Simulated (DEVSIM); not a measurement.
Device: abrupt CdTe n-p junction, at 300 K.

Layer 1 from the left is CdTe, thickness (μm) 58.0, Nd (cm⁻³) 1.2e17, τn (s) 6.4e-9, τp (s) 1.9e-9. Layer 2 from the left is CdTe, thickness (μm) 0.610, Na (cm⁻³) 1.7e17, τn (s) 6.4e-9, τp (s) 6.4e-9.

Left contact: ohmic. Right contact: ohmic. Voltage is applied to the left contact. Recombination: SRH at mid-gap. Mobility is constant in doping.

Constants are typed, rounded textbook-type inputs, not results; the design itself was drawn at random and stands for no fabricated device. Values at 300 K.

CdTe: gap (eV) 1.5, affinity (eV) 4.28, permittivity 10.2, Nc (cm⁻³) 8e17, Nv (cm⁻³) 1.8e19, μn (cm²/Vs) 1000, μp (cm²/Vs) 80.

Q: Estimate by hand the built-in potential, the peak field at zero bias, the capacitance at 2 V, and compare with a numerical solution.

A: 
- Built-in potential: ni = √(Nc Nv) exp(−Eg/2kT) = 954000 cm⁻³ with Eg = 1.500 eV; Vbi = kT/q ln(Na Nd/ni²) = 1.330 V; numerical 1.330 V.
- Peak field at zero bias: depletion approximation: W = √(2εVbi/(qN)) = 0.146 μm with N = 7.03e16 cm⁻³; field = 2Vbi/W = 182000 V/cm; numerical 179000 V/cm (estimate above by 2.0 %).
- Capacitance at 2 V: C = √(qεN / 2(Vbi + |V|)) = 39.1 nF/cm²; numerical 39.4 nF/cm² (estimate below by 0.79 %).

Model (solved in DEVSIM): 1D drift-diffusion, Boltzmann statistics, complete ionisation; no tunnelling, impact ionisation, image-force lowering or self-heating.
